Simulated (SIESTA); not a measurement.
A user runs SIESTA on the (001) slab of Zr2Ge (cut from a parent of space group no. 194; 12 atoms in the cell) and asks whether the run is sound. The aim is a self-consistent single point with DFT, GGA PBE, numerical atomic orbitals DZP, PseudoDojo PBE standard norm-conserving potentials (rewritten from UPF to PSML).

Cell that was meant: a = 4.6253 Å, b = 4.6253 Å, c = 23.9177 Å, α = 90.00°, β = 90.00°, γ = 120.00°.

Part of the input:

```
SCF.Mixer.Method             Broyden
SCF.Mixer.Weight             0.2
SCF.Mixer.History            6
SCF.DM.Tolerance             1.0E-01
SCF.H.Tolerance              1.0 eV
Diag.ParallelOverK           true
WriteForces                  true
```

The program printed (abridged):

```
reinit: Reading from file input.fdf

reinit: System Name: Zr2Ge
reinit: System Label: zr2ge

   [... lines left out ...]
       -2.312660    4.005645    0.000000
        0.000000    0.000000   23.917700

outcell: Cell vector modules (Ang)   :    4.625320    4.625320   23.917700
outcell: Cell angles (23,13,12) (deg):     90.0000     90.0000    120.0000
outcell: Cell volume (Ang**3)        :    443.1326
new_DM -- step:     1
Initializing Density Matrix...

Attempting to read DM from file... Failed...
DM filled with atomic data:

InitMesh: MESH = 50 x 50 x 288 = 720000
InitMesh: Mesh cutoff (required, used) =   400.000   400.727 Ry

stepf: Fermi-Dirac step function
        iscf     Eharris(eV)        E_KS(eV)     FreeEng(eV)     dDmax    Ef(eV) dHmax(eV)
   scf:    1   -20533.046792   -20701.514740   -20701.892116  1.556545 -5.464695 29.037057
   scf:    2   -17190.595252   -19662.058073   -19662.286737  1.672973 -3.604961157.888891
   scf:    3   -18717.599174   -20279.321298   -20279.635795  1.744293 -4.663700111.393059
   scf:    4   -20666.384753   -20731.957869   -20732.294102  0.839524 -4.958135 11.113347
   scf:    5   -20738.225769   -20736.808141   -20737.177738  0.138804 -4.735544  3.753430
   scf:    6   -20737.645985   -20737.456526   -20737.834861  0.111531 -4.591483  1.361299
   scf:    7   -20736.919878   -20737.320157   -20737.711983  0.051279 -4.494163  2.866535
   scf:    8   -20737.641253   -20737.573326   -20737.960038  0.022762 -4.515999  0.746905
SCF Convergence by DM+H criterion
max |DM_out - DM_in|         :     0.0227621033
max |H_out - H_in|      (eV) :     0.7469048153
SCF cycle converged after 8 iterations

Using DM_out to compute the final energy and forces

siesta: E_KS(eV) =           -20737.5733

siesta: E_KS - E_eggbox =    -20737.5733

siesta: Atomic forces (eV/Ang):
     1   -0.000002    0.000001    0.330870
     2   -0.000006    0.000004   -0.646321
     3    0.000200   -0.000115   -0.007499
     4   -0.000199    0.000114   -0.162698
     5   -0.000050    0.000029    0.576553
     6    0.000007   -0.000004    0.359216
     7    0.000186   -0.000107   -0.905705
     8   -0.000204    0.000118   -0.420936
     9    0.000136   -0.000077   -0.703858
    10   -0.000059    0.000033   -0.103423
   [... lines left out ...]
siesta: FreeEng =    -20737.960038
siesta: Cell volume =        443.132554 Ang**3
   [... lines left out ...]

siesta: Pressure (static):
siesta:                Solid            Molecule  Units
siesta:           0.00047838          0.00037875  Ry/Bohr**3
siesta:           0.04392296          0.03477539  eV/Ang**3
siesta:          70.37234349         55.71632279  kBar

siesta: Electric dipole (a.u.)  =    0.000000   -0.000000    0.459089
siesta: Electric dipole (Debye) =    0.000000   -0.000000    1.166887
```

### Question
Is this run sound? If not, what is wrong?

### Answer
The run is not sound. The fault is a convergence threshold that is too loose. A loop that stops early leaves an energy error of second order in the density error, but errors of first order in forces and stress. To fix it, tighten the threshold. The run converged in 8 iterations without an error; against the sound input the free energy goes up by 2.0 meV/atom and the largest force hardly changes (1.515 to 1.506 eV/Å).

An input that runs soundly differs in these lines (not the only fix; some lines may just follow from the change or write a value another way):
```diff
-SCF.DM.Tolerance             1.0E-01
-SCF.H.Tolerance              1.0 eV
+SCF.DM.Tolerance             1.0E-04
```

With that input, the run converged in 19 iterations: free energy E − TS -20737.9845 eV; Fermi level (on the code's own zero) -4.52 eV; pressure averaged over the cell with its vacuum 6.85 GPa; largest force (vector length) 1.515 eV/Å (DFT, GGA PBE, numerical atomic orbitals DZP, PseudoDojo PBE standard norm-conserving potentials (rewritten from UPF to PSML)).

On the sound input: the starting cell was generated: these elements placed on a structure prototype, without a prior relaxation; it need not be a known phase or ordering of this composition. The slab is cut from that crystal, and its faces are unrelaxed. Spin polarisation is off, though cut faces can carry moments; the slab shows no gap. Values carry the incompleteness of an atom-centred basis. Forces in this geometry exceed 1 eV/Å. Without a gap this mesh is coarse (it stands for a supercell whose shortest in-plane vector is 14 Å).
